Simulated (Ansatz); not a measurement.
Start from Ag in the fcc (Cu type) structure (space group Fm-3m, No. 225; a = 4.054 Å; relaxed with 0.1 eV smearing). Axes: x, y, z lie along the cube axes.

The change: tensile biaxial strain of 2.01 % in the plane normal to [001], as in epitaxy on a mismatched substrate; the out-of-plane cell vector and the atoms relax.

Levels (all Ansatz, a first-principles code, PAW, earlier PAW set): PBEsol (420 eV, spin-orbit coupling left out); r2SCAN (500 eV, scalar-relativistic without spin-orbit coupling).

The geometry is relaxed with PBEsol.

```
Item                Value
---------------  --------
PBEsol pressure  -1.0 GPa
```

Problem. Predict the pressure from r2SCAN.

Solution. The pressure increases by 4.2 GPa to 3.2 GPa.

Single points use the geometry relaxed with PBEsol. Their cutoffs differ, which shifts pressures a little. Stability against distortions was not tested.
